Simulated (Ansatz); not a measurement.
Hypothetical zinc blende BiB, carrier doping

The parent structure is BiB in the zinc blende structure (space group F-43m, No. 216; a hypothetical phase, not in the database extracts checked).

```
BiB
1.0
    0.00000     2.74525     2.74525
    2.74525     0.00000     2.74525
    2.74525     2.74525     0.00000
Bi B
1 1
Cartesian
  1.37263   1.37263   1.37263
  0.00000   0.00000   0.00000
```

Carriers are added at fixed cell with a uniform background; the Fermi–Dirac width is that of 300 K.

Computed with r2SCAN (Ansatz, an electronic-structure program, PAW, spin-orbit coupling left out).

Notes on the quantities. Fermi level from band edge: Fermi level relative to the doped band's edge (positive inside the band; to 0.05 eV).

| case | gap between the host's bands | Fermi level from band edge |
|---|---|---|
| undoped | 0.39 eV | – |
| electrons 1.5×10^21 cm⁻³ | 0.38 eV | +0.60 eV |
| electrons 2.0×10^21 cm⁻³ | 0.38 eV | +0.65 eV |
| electrons 7.0×10^21 cm⁻³ | 0.38 eV | [?] |
| electrons 1.0×10^22 cm⁻³ | 0.38 eV | +1.00 eV |
| holes 1.5×10^21 cm⁻³ | 0.38 eV | +0.55 eV |
| holes 2.0×10^21 cm⁻³ | 0.38 eV | +0.65 eV |
| holes 7.0×10^21 cm⁻³ | 0.37 eV | +1.25 eV |
| holes 1.0×10^22 cm⁻³ | 0.37 eV | +1.45 eV |

Task: Some entries are withheld; estimate them.

Result: 
- electrons 7.0×10^21 cm⁻³, Fermi level from band edge: +0.90 eV

Carriers are added with a uniform compensating background; total energy and stress of such cells depend on the potential's zero and are not compared; many-body gap narrowing is missing at this level. Spin-orbit coupling, missing from the scalar runs, can matter with Bi. Stability against distortions was not tested.
